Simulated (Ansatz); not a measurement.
**How the band gap of BaC2 (C2/c, No. 15; structure not from a measured cell) moves with the method**

No measured value is used here.

| level (code) | value (eV) | cell (Å³/atom) |
|---|---|---|
| LDA (Ansatz) | 1.92 | 21.81 |
| PBEsol (Ansatz) | 2.03 | 22.54 |
| r²SCAN (Ansatz) | 2.32 | 23.37 |
| r²SCAN-D4 (Ansatz) | 2.34 | 23.27 |
| r²SCAN+rVV10 (Ansatz) | 2.17 | 22.95 |
| HSE06 (Ansatz) | 3.25 | 23.37 |
| PBE0 (Ansatz) | 3.99 | 23.37 |

Computed values are for a static lattice. Spin–orbit coupling is included only where a level's name says +SOC; with heavier elements it mostly lowers gaps and can invert bands.  LDA, PBEsol, r²SCAN, r²SCAN-D4, r²SCAN+rVV10, HSE06, PBE0: the gap is read on the k mesh or supercell of the run alone and can be too large. LDA, PBEsol, r²SCAN, r²SCAN-D4, r²SCAN+rVV10: the relaxation could not lower the start's symmetry, so the cell can be a saddle point above a distorted one. Values are at the level's own relaxed cell; HSE06 at the r²SCAN cell; PBE0 at the r²SCAN cell. K meshes differ between the levels. Ansatz's density-functional and Hartree–Fock values are scalar-relativistic unless marked +SOC, with PAW data made under PBE.

Ansatz is a first-principles code.
